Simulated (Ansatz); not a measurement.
# Defect calculation: Nb interstitial in metastable rock-salt NbN

Computed with PBE, PAW (plane waves to 420 eV; Ansatz, a first-principles code). Set-up: 64-site cell; 4×4×4 shifted k-points; start: void with 4N4Nb nearest; not converged in cell size; the relaxation kept the symmetry of the starting site; relaxed from one start, so a lower configuration may exist.

Neighbours after relaxation, in Å: of the Nb atom: N 2.00, N 2.00, N 2.00, N 2.00.

Formation energies E_f are those of the neutral cell. Chemical conditions: N-rich (Δμ(Nb) = -1.91 eV; only phases computed here count, gases as isolated molecules at 0 K); Nb-rich (Δμ(Nb) = 0.00 eV; only phases computed here count, gases as isolated molecules at 0 K). Reference phases: Nb: bcc Nb.

The name describes the start; the neighbours show where the added atom ended.

```csv
charge,moment (μB),point group,largest move off a lattice site (Å),"E_f, N-rich (eV)","E_f, Nb-rich (eV)"
0,not spin-polarised,Td,0.53,10.47,8.56
```

Point groups are those of the whole cell at tolerances of 0.03 and 0.1 Å ("near" where only the looser one holds); none is given for unsettled states.
